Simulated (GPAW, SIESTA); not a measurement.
A SIESTA input for a self-consistent single point of Mo3Si (Pm-3n, 8 atoms in the cell) (DFT, GGA PBE, numerical atomic orbitals TZP, PseudoDojo PBE standard norm-conserving potentials (rewritten from UPF to PSML)):

```
# files in the folder: Si.psml Mo.psml (PseudoDojo PBE standard)
SystemName  Mo3Si
SystemLabel siesta

NumberOfAtoms                8
NumberOfSpecies              2
%block ChemicalSpeciesLabel
  1 14 Si
  2 42 Mo
%endblock ChemicalSpeciesLabel
LatticeConstant              1.0 Ang
%block LatticeVectors
     4.938900000    0.000000000    0.000000000
     0.000000000    4.938900000    0.000000000
     0.000000000    0.000000000    4.938900000
%endblock LatticeVectors
AtomicCoordinatesFormat      Ang
%block AtomicCoordinatesAndAtomicSpecies
     2.469450000    2.469450000    2.469450000  1
     0.000000000    0.000000000    0.000000000  1
     1.234725000    0.000000000    2.469450000  2
     2.469450000    1.234725000    0.000000000  2
     2.469450000    3.704175000    0.000000000  2
     3.704175000    0.000000000    2.469450000  2
     0.000000000    2.469450000    3.704175000  2
     0.000000000    2.469450000    1.234725000  2
%endblock AtomicCoordinatesAndAtomicSpecies

XC.functional                GGA
XC.authors                   PBE
PAO.BasisSize                TZP
PAO.EnergyShift              0.005 Ry
MeshCutoff                   300 Ry
%block kgrid.MonkhorstPack
    5   0   0  0.0
    0   5   0  0.0
    0   0   5  0.0
%endblock kgrid.MonkhorstPack
OccupationFunction           MP
OccupationMPOrder            0
ElectronicTemperature        200.0 meV

MaxSCFIterations             150
SCF.Mixer.Method             Broyden
SCF.Mixer.Weight             0.2
SCF.Mixer.History            6
SCF.DM.Tolerance             1.0E-04
Diag.ParallelOverK           true
WriteForces                  true
```

**Question.** Translate this input to GPAW.

**Answer.** One input that does it (others would too):

```python
from ase import Atoms
from ase.units import GPa
from gpaw import GPAW

atoms = Atoms(['Si', 'Si', 'Mo', 'Mo', 'Mo', 'Mo', 'Mo', 'Mo'],
              cell=[[4.938900, 0.000000, 0.000000],
                    [0.000000, 4.938900, 0.000000],
                    [0.000000, 0.000000, 4.938900]],
              scaled_positions=[[0.500000, 0.500000, 0.500000],
                                [0.000000, 0.000000, 0.000000],
                                [0.250000, 0.000000, 0.500000],
                                [0.500000, 0.250000, 0.000000],
                                [0.500000, 0.750000, 0.000000],
                                [0.750000, 0.000000, 0.500000],
                                [0.000000, 0.500000, 0.750000],
                                [0.000000, 0.500000, 0.250000]],
              pbc=True)

calc = GPAW(mode={'name': 'pw', 'ecut': 600},
            xc='PBE',
            kpts=(5, 5, 5),
            occupations={'name': 'methfessel-paxton', 'width': 0.2, 'order': 0},
            nbands=-16,
            convergence={'density': 1e-05, 'energy': 1e-05},
            symmetry={'symmorphic': False, 'tolerance': 0.0005},
            maxiter=100)

atoms.calc = calc

energy = atoms.get_potential_energy()
print('Energy (eV):', round(energy, 6))
forces = atoms.get_forces()
print('Forces (eV/Ang):')
print(forces.round(5))
stress = atoms.get_stress()
print('Stress (GPa, Voigt):', (stress / GPa).round(4))
```

Basis settings and potentials, where a program has them, do not carry over. This input uses DFT PBE, plane waves, GPAW PAW datasets PBE (gpaw-data 1.0.1). Both were run: pressure -4.27 GPa in SIESTA and -5.24 in GPAW.

On GPAW: the starting cell has typed, rounded lattice constants, without a prior relaxation at this level. Its lattice was rescaled by a random factor within 2.5 % of one. Spin polarisation is off. With a pressure of about -5 GPa the cell is away from its equilibrium volume at this level.

On SIESTA: the starting cell has typed, rounded lattice constants, without a prior relaxation at this level. Its lattice was rescaled by a random factor within 2.5 % of one. Spin polarisation is off. Values carry the incompleteness of an atom-centred basis. With a pressure of about -4 GPa the cell is away from its equilibrium volume at this level.
